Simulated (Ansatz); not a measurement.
# What biaxial strain +1.00 %, plane normal [111], relaxed out of plane does to KMgF3

The reference is KMgF₃ in the cubic perovskite structure (space group Pm-3m, No. 221; a = 3.9913 Å). Axes: x, y, z lie along the cube axes.

It is then changed as follows: tensile biaxial strain of 1.00 % in the plane normal to [111], as in epitaxy on a mismatched substrate; the out-of-plane cell vector and the atoms relax.

All numbers come from PBEsol (Ansatz, a quantum-chemistry and plane-wave program), no spin-orbit coupling. Settings: 8×8×8 k-points, 0.05 eV Fermi–Dirac smearing.

```tsv
quantity	base	changed	shift
volume per atom	12.72 Å³	12.89 Å³	+0.176 Å³
space group	Pm-3m (No. 221)	R-3m (No. 166)	–
shortest interatomic distance	1.996 Å	2.005 Å	+0.009 Å
energy relative to the base (free energy F)	0 meV/atom	+1.1 meV/atom	+1.1 meV/atom
pressure (mean of the normal stresses, compression positive)	0.01 GPa	-0.95 GPa	-0.96 GPa
band gap (an upper bound: an edge found on the path is not a true extremum; the changed cell)	7.12 eV	7.01 eV	-0.11 eV
out-of-plane strain	–	-0.62 %	–
ratio −ε⊥/ε∥	–	0.62	–
mean in-plane stress (compression positive)	–	-1.4 GPa	–
```

Cost of the whole job for the changed cell (relaxation, final SCF and bands): roughly 28 core-seconds.

Whether these cells are dynamically stable was not tested.
